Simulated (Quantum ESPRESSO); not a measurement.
Worked example: self-consistent single point of BeSe (F-43m, 2 atoms in the cell) in Quantum ESPRESSO.

Level of theory: LDA (PZ), PSlibrary ultrasoft (LDA) pseudopotentials (plane waves; Quantum ESPRESSO).

```xyz
2
Lattice="0.0000 2.5488 2.5488 2.5488 0.0000 2.5488 2.5488 2.5488 0.0000" Properties=species:S:1:pos:R:3 pbc="T T T"
Be     0.0000     0.0000     0.0000
Se     1.2744     1.2744     1.2744
```

Reference input (self-consistent single point, DFT, PBE, plane waves, PSlibrary ultrasoft (PBE) pseudopotentials): ecutwfc = 40 Ry; ecutrho = 240 Ry; occupations = smearing; smearing = gauss; degauss = 0.000734986 Ry; potentials = {Be: Be.pbe-n-rrkjus_psl.1.0.0.UPF, Se: Se.pbe-n-rrkjus_psl.1.0.0.UPF}; K_POINTS = automatic 11 11 11 0 0 0; conv_thr = 1e-10 Ry. This run's input differs from it in these lines:

```diff
@@ -23,4 +23,4 @@
 ATOMIC_SPECIES
-Be     9.0122  Be.pbe-n-rrkjus_psl.1.0.0.UPF
-Se    78.9710  Se.pbe-n-rrkjus_psl.1.0.0.UPF
+Be     9.0122  Be.pz-n-rrkjus_psl.1.0.0.UPF
+Se    78.9710  Se.pz-n-rrkjus_psl.1.0.0.UPF
 ATOMIC_POSITIONS {crystal}
```

Log, with long lists cut:

```
     Self-consistent Calculation

     iteration #  1     ecut=    40.00 Ry     beta= 0.70

---- Real-time Memory Report at c_bands before calling an iterative solver
            53 MiB given to the printing process from OS
            24 MiB allocation reported by mallinfo(arena+hblkhd)
------------------

     Threshold (ethr) on eigenvalues was too large:
     Diagonalizing with lowered threshold

---- Real-time Memory Report at c_bands before calling an iterative solver
            59 MiB given to the printing process from OS
            32 MiB allocation reported by mallinfo(arena+hblkhd)
------------------

   [... lines left out ...]

---- Real-time Memory Report at c_bands before calling an iterative solver
            61 MiB given to the printing process from OS
            33 MiB allocation reported by mallinfo(arena+hblkhd)
------------------

     total energy              =     -23.76441672 Ry
     estimated scf accuracy    <          9.4E-09 Ry

     iteration #  7     ecut=    40.00 Ry     beta= 0.70

---- Real-time Memory Report at c_bands before calling an iterative solver
            61 MiB given to the printing process from OS
            33 MiB allocation reported by mallinfo(arena+hblkhd)
------------------
     End of self-consistent calculation

     the Fermi energy is     7.3901 ev

!    total energy              =     -23.76441673 Ry
     estimated scf accuracy    <          2.3E-11 Ry
     smearing contrib. (-TS)   =      -0.00000000 Ry
     internal energy E=F+TS    =     -23.76441673 Ry

     convergence has been achieved in   7 iterations

     Forces acting on atoms (cartesian axes, Ry/au):

     atom    1 type  1   force =     0.00000000   -0.00000000   -0.00000000
     atom    2 type  2   force =     0.00000000    0.00000000   -0.00000000

     Total force =     0.000000     Total SCF correction =     0.000000

          total   stress  (Ry/bohr**3)                   (kbar)     P=       -4.60
  -0.00003130   0.00000000   0.00000000           -4.60        0.00        0.00
   0.00000000  -0.00003130   0.00000000            0.00       -4.60        0.00
   0.00000000   0.00000000  -0.00003130            0.00        0.00       -4.60

   JOB DONE.
```

The run converged in 7 iterations. Against the reference run the pressure goes from 3.95 to -0.46 GPa and the gap on the mesh goes from 2.612 to 2.465 eV.

The starting cell comes from a database of computed structures (which also holds hypothetical and non-ambient phases and stackings), without a prior relaxation at this level. Its lattice was rescaled by a random factor within 2.5 % of one.
